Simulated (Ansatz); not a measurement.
**BGeCN (model structure, started from the AlSiCN type, P3m1, No. 156, 4 atoms in the cell): band gap by level of theory**

No measured value is used here.

```
level (code)              value (eV)
-------------------  ---------------
LDA (Ansatz)                     [?]
PBE+SOC (Ansatz)     2.07 (indirect)
PBEsol+SOC (Ansatz)  1.99 (indirect)
r²SCAN+SOC (Ansatz)  2.40 (indirect)
HSE06+SOC (Ansatz)   3.08 (indirect)
PBE0 (Ansatz)                    [?]
```

What belongs in the gaps?


- LDA (Ansatz, a quantum-chemistry and plane-wave program), value (eV): 2.03 (indirect)
- PBE0 (Ansatz), value (eV): 3.83 (indirect)

Computed values are for a static lattice. Spin–orbit coupling is included only where a level's name says +SOC; with heavier elements it mostly lowers gaps and can invert bands.  Values are at the PBE-D3(BJ) cell. Cutoffs and k meshes differ between the levels. Ansatz's density-functional and Hartree–Fock values are scalar-relativistic unless marked +SOC, with PAW data made under PBE.

A model structure was made by putting elements into a prototype or built by hand; it is no filed structure, need not be a known phase, and can be a saddle point held by its symmetry.
